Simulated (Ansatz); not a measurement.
Start from Cu3N (space group Pm-3m, No. 221; a = 3.721 Å). Axes: x, y, z lie along the cube axes.

All numbers come from LDA in Ansatz (plane waves to 420 eV, PAW, no SOC).

Strains are applied to the cell and any free atomic positions relax; under biaxial strain the out-of-plane vector relaxes too.

One change was made to it. Results:

```json
[
 {"quantity": "pressure (mean of the normal stresses, compression positive)", "base": "0.0 GPa", "after": "-0.3 GPa"},
 {"quantity": "band gap", "base": "zero", "after": "zero"},
 {"quantity": "shortest interatomic distance", "base": "1.860 Å", "after": "1.862 Å"}
]
```

**Question.** Which change produced these results?
A. biaxial strain +2.00 %, plane normal [111], relaxed out of plane
B. biaxial strain +0.50 %, plane normal [111], relaxed out of plane
C. biaxial strain +2.50 %, plane normal [111], relaxed out of plane
D. biaxial strain +1.50 %, plane normal [111], relaxed out of plane

**Answer.** B, biaxial strain +0.50 %, plane normal [111], relaxed out of plane. For comparison, the pressure in the other runs: biaxial strain +2.50 %, plane normal [111], relaxed out of plane gives -1.6 GPa; biaxial strain +1.50 %, plane normal [111], relaxed out of plane gives -1.0 GPa; biaxial strain +2.00 %, plane normal [111], relaxed out of plane gives -1.3 GPa.

No phonon test of stability was made. The final runs are not spin-polarised. A zero or small gap of Cu3N can be the functional's error rather than a property of the material.

Ansatz is a quantum-chemistry and plane-wave program.
